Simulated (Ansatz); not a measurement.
PbZrO3, pressure series

The reference is PbZrO3 in the cubic perovskite structure (space group Pm-3m, No. 221; a = 4.1413 Å; a cell from a computed database, its experimental status unchecked).

Cell and atoms are relaxed at each pressure.

Method: PBEsol (Ansatz, an electronic-structure program, PAW, scalar-relativistic without spin-orbit coupling).

Notes on the quantities. enthalpy: H = E + PV relative to the base's energy.

| case | band gap | shortest interatomic distance | enthalpy |
|---|---|---|---|
| base | 2.34 eV | 2.071 Å | – |
| pressure −2 GPa | 2.30 eV | 2.079 Å | -0.18 eV/atom |
| pressure −1 GPa | 2.32 eV | 2.075 Å | -0.09 eV/atom |
| pressure 0.3 GPa | 2.34 eV | 2.069 Å | +0.03 eV/atom |
| pressure 0.7 GPa | 2.35 eV | 2.068 Å | +0.06 eV/atom |
| pressure 1.5 GPa | 2.36 eV | 2.065 Å | +0.13 eV/atom |
| pressure 3 GPa | 2.36 eV | 2.059 Å | +0.26 eV/atom |
| pressure 5 GPa | 2.37 eV | 2.052 Å | +0.44 eV/atom |
| pressure 7.5 GPa | 2.37 eV | 2.043 Å | +0.65 eV/atom |
| pressure 10 GPa | 2.37 eV | [?] | +0.86 eV/atom |

Fill in the withheld entries from the trend.


- pressure 10 GPa, shortest interatomic distance: 2.035 Å

With Pb present, leaving out spin-orbit coupling can change the band edges. Load acts through the strain it causes; cell and atoms are relaxed under it. Stability against distortions was not tested. No other phases were tried under pressure. Many cubic perovskites are stable only at high temperature; tilts and polar distortions were not tested.
